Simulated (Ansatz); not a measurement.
Model: Si(111) 1x1 surface, 6 top atoms, 3 bilayers, bottom bilayer H-capped and fixed, every top atom capped by Br; cell 11.5 x 6.6 Å; about 9 Å thick over its heavy atoms, 18 atoms held. These are PBE-D3(BJ) (plane waves to 420 eV, PAW; Ansatz, a quantum-chemistry and plane-wave program) values and carry that method's errors. Sampling: 1x2x1 k points. The slab states were run without spin polarisation. No spin-orbit coupling. A thicker slab, a larger cell or a denser mesh can move such energies by a tenth of an eV or more. No zero-point or entropy terms are included. Relaxed states are local minima reached from one prepared geometry each.

One SiCl4 a cell is brought to Si(111):Br. Relaxed result near the molecule:

```csv
atom,x (Å),y (Å),z (Å)
Si(a0),5.452,3.157,15.685
Cl(a1),3.788,2.213,14.985
Cl(a2),5.472,5.086,15.034
Cl(a3),7.110,2.188,15.007
Cl(a4),5.442,3.133,17.721
```

What is the adsorption energy against the free SiCl4 and the slab before, and how much of it is dispersion?

-0.38 eV (negative: bound); the D3 term gives -0.40 eV of it. Its closest contact to the surface is Cl(a3) to Br(31) at 3.74 Å; no covalent or hydrogen bond holds it, so it is physisorbed.
